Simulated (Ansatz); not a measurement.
Functionals side by side, with their cost (level): LiF (Fm-3m, 2 atoms in the cell)

```yaml
crystal:
  lattice:
    - [0.00000, 2.03437, 2.03437]
    - [2.03437, 0.00000, 2.03437]
    - [2.03437, 2.03437, 0.00000]
  atoms:
    - { symbol: Li, position: [0.00000, 0.00000, 0.00000] }
    - { symbol: F, position: [0.50000, 0.50000, 0.50000] }
```

Program: Ansatz (an electronic-structure program), default PAW files made with PBE; each row names its functional.

Base settings: basis.ecutwfc = 30.9 Ry; kpoints.mp_grid.grid = 12 12 12; hamiltonian.xc = pbe0; hamiltonian.pseudopotentials = {kind: paw} (the program's default PAW files); scf.occupations.method = fermi_dirac; scf.occupations.width = 0.0037 Ry.

Differences are taken from PBE0, a reference of convenience: it is no measurement, and no ranking of the functionals follows.

Core times come from one kind of shared machine and are given to one figure; runs under 30 s give none.

The starting cell comes from a database of computed structures (which also holds hypothetical and non-ambient phases and stackings), without a prior relaxation at this level. Its lattice was rescaled by a random factor within 2.5 % of one. Ansatz's pressure includes its estimate of the finite-basis (Pulay) stress.

```tsv
level	gap on the mesh less reference (eV)	pressure less reference (GPa)	core time / reference (rough)
PBE	-3.048	2.95	–
HSE06	-0.759	0.10	1
PBE0	0.000	0.00	1
```

Keys are those of Ansatz 0.2.
